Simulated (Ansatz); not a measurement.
We consider ReTe2 (P-1, No. 2, 12 atoms in the cell; start mp-1102447), described by PBEsol in Ansatz (plane waves, PAW).

Numerical settings: plane-wave cutoff 520 eV, 6×6×6 k mesh, Fermi–Dirac smearing 0.01 eV, no spin polarisation, scalar-relativistic PAW data made under PBE.

Cell (relaxed at this level):

```xyz
12
Lattice="6.9903 -0.0023 -0.0706 3.4474 6.2330 0.1408 1.7600 1.6024 7.0701" Properties=species:S:1:pos:R:3 pbc="T T T"
Re    10.2010     5.1702     3.5352
Re     1.9967     2.6629     3.6050
Re     7.2292     5.0037     3.5075
Re     4.9686     2.8294     3.6328
Te     8.7753     4.3129     1.4758
Te     3.4225     3.5202     5.6645
Te     5.1537     4.6514     1.7936
Te     7.0440     3.1817     5.3467
Te     8.6189     6.6175     5.1193
Te     3.5789     1.2156     2.0210
Te     5.2980     6.3847     4.9408
Te     6.8998     1.4484     2.1994
```

**Question.** Estimate the band gap, smallest direct gap on the k points sampled and direct gap at Γ that the calculation returns.

**Answer.** 
band gap: 0.37 eV
smallest direct gap on the k points sampled: 0.77 eV
direct gap at Γ: 1.14 eV

Note: the cell has widely spaced layers and the level no dispersion term, so their spacing and the moduli can rest on weak binding.

Spin–orbit coupling is not included; with these elements it can move the gap by several tenths of an eV or more.

It cost very roughly 23 core-minutes of CPU time.

A start named mp-… is a Materials Project structure, which need not be a measured phase.

Ansatz is a program for electronic structure.
